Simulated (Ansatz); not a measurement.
**Mo: response to strain**

The parent structure is Mo in the bcc (W type) structure (space group Im-3m, No. 229; a = 3.1115 Å; relaxed with 0.1 eV smearing).

Strains are applied to the cell and any free atomic positions relax.

Method: Kohn–Sham DFT with the LDA functional, run in Ansatz (an electronic-structure program) with PAW and 420 eV plane waves, no SOC.

Notes on the quantities. energy relative to the base: free energy F.

```tsv
case	energy relative to the base	pressure	volume per atom
base	0 meV/atom	0.0 GPa	15.06 Å³
isotropic strain −3.00 %	+122 meV/atom	32.2 GPa	13.75 Å³
isotropic strain −2.50 %	+84 meV/atom	25.9 GPa	13.96 Å³
isotropic strain −1.50 %	…	14.5 GPa	14.39 Å³
isotropic strain −1.00 %	+13 meV/atom	9.4 GPa	14.61 Å³
isotropic strain −0.50 %	+3.1 meV/atom	4.5 GPa	14.84 Å³
isotropic strain +0.50 %	+3.0 meV/atom	-4.2 GPa	15.29 Å³
isotropic strain +1.00 %	…	-8.2 GPa	15.52 Å³
isotropic strain +2.00 %	+46 meV/atom	-15.3 GPa	15.98 Å³
isotropic strain +2.50 %	+71 meV/atom	-18.5 GPa	16.22 Å³
```

**Question.** Complete the table.

**Answer.** 
- isotropic strain −1.50 %, energy relative to the base: +29 meV/atom
- isotropic strain +1.00 %, energy relative to the base: +12 meV/atom

Whether these cells are dynamically stable was not tested. All final runs are without spin polarisation.
